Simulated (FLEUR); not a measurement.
FLEUR run on BaZrO₃ (Pm-3m, 5 atoms in the cell): self-consistent single point.

Level of theory: PBE, all-electron FLAPW (FLEUR), scalar-relativistic valence.

The change in words: lattice scaled by 0.98. Reference geometry:
```xyz
5
Lattice="4.1900 0.0000 0.0000 0.0000 4.1900 0.0000 0.0000 0.0000 4.1900" Properties=species:S:1:pos:R:3 pbc="T T T"
Ba     0.0000     0.0000     0.0000
Zr     2.0950     2.0950     2.0950
O      2.0950     0.0000     2.0950
O      0.0000     2.0950     2.0950
O      2.0950     2.0950     0.0000
```

Reference input (self-consistent single point, DFT, PBE, all-electron FLAPW (FLEUR), scalar-relativistic valence): Kmax = 4.6 1/bohr; GmaxXC = 18.4 1/bohr; xcFunctional = pbe; jspins = 1; l_soc = F; mode = hist; fermiSmearingEnergy = 0.00073499 Htr; mesh (inpgen div1-3) = 8 8 8; inpgen gamma flag = true; Gmax = 18.4 1/bohr; numbands = 0; maxIterBroyd = 15. This run's input differs from it in these lines:

```diff
@@ -3,5 +3,5 @@
 &input film=f /
-7.9179524622 0.0000000000 0.0000000000
-0.0000000000 7.9179524622 0.0000000000
-0.0000000000 0.0000000000 7.9179524622
+7.7595934129 0.0000000000 0.0000000000
+0.0000000000 7.7595934129 0.0000000000
+0.0000000000 0.0000000000 7.7595934129
 1.0
@@ -46,5 +46,5 @@
          <bravaisMatrix>
-            <row-1>    7.9179524621999997     0.0000000000000000     0.0000000000000000</row-1>
-            <row-2>    0.0000000000000000     7.9179524621999997     0.0000000000000000</row-2>
-            <row-3>    0.0000000000000000     0.0000000000000000     7.9179524621999997</row-3>
+            <row-1>    7.7595934129000002     0.0000000000000000     0.0000000000000000</row-1>
+            <row-2>    0.0000000000000000     7.7595934129000002     0.0000000000000000</row-2>
+            <row-3>    0.0000000000000000     0.0000000000000000     7.7595934129000002</row-3>
          </bravaisMatrix>
```

Log, with long lists cut:

```
 Iteration:     1   Distance:      23.89420181 me/bohr^3
 Iteration:     2   Distance:      20.26059310 me/bohr^3
 Iteration:     3   Distance:       7.88112119 me/bohr^3
 Iteration:     4   Distance:       8.95649268 me/bohr^3
 Iteration:     5   Distance:       1.14091879 me/bohr^3
   [... 10 lines left out ...]
 Iteration:    16   Distance:       0.00007668 me/bohr^3
 Iteration:    17   Distance:       0.00003517 me/bohr^3
 Iteration:    18   Distance:       0.00001454 me/bohr^3
 Iteration:    19   Distance:       0.00000411 me/bohr^3
 Run finished successfully
 Stop message:
   Structural relaxation: Done

[file out, last iteration]
             iter=     20
[...]
          total density-effective poten   -1.9861609572E+04
          total charge density-energy d   -3.3863783994E+02
 Updated energy parameters for spin:           1
[...]
 fermi energy and band-weighting factors:

[...]
FERMIE:
          first approx. to ef    (T=0)  :   0.391173 htr   (energy of the highest occ. eigenvalue)
          number of occ. states  (T=0)  :        700
          first approx. to seigv (T=0)  :  -2.085998 htr
          sum of weights of occ. states :  20.000000
          sum of semicore charge        :   0.000000 e
FERHIS:  Fermi-Energy by histogram:
          bandgap                     :   0.124071 htr
   [... lines left out ...]
          charge neutrality (T=0)     :   0.000000    (zero if the highest occ. eigenvalue is "entirely" occupied)
 Direct bandgap for spin            1 :   0.12910504370096693       Htr
 ---->    free energy=                    -11964.6998326553 htr
   [... lines left out ...]
 TOTAL FORCE FOR ATOM TYPE=  1  X=  0.000   Y=  0.000   Z=  0.000
                       FX_TOT= 0.000000 FY_TOT= 0.000000 FZ_TOT= 0.000000
 TOTAL FORCE FOR ATOM TYPE=  2  X=  3.880   Y=  3.880   Z=  3.880
                       FX_TOT= 0.000000 FY_TOT= 0.000000 FZ_TOT= 0.000000
 TOTAL FORCE FOR ATOM TYPE=  3  X=  3.880   Y=  0.000   Z=  3.880
                       FX_TOT= 0.000000 FY_TOT= 0.000000 FZ_TOT= 0.000000
 Structural relaxation: Done
```

The run converged in 19 iterations. FLEUR gives forces in its relaxation mode, with a further iteration, so its stop message speaks of a relaxation. Against the reference run the free energy goes up by 52.1 meV/atom and the gap on the mesh goes from 3.262 to 3.376 eV.

The starting cell has typed, rounded lattice constants, without a prior relaxation at this level. For this run, on top of that: lattice scaled by 0.98. Values depend on the basis (sphere radii, cutoffs, local orbitals), which need not be converged.

Cost on one core of a shared machine: roughly 4 min.
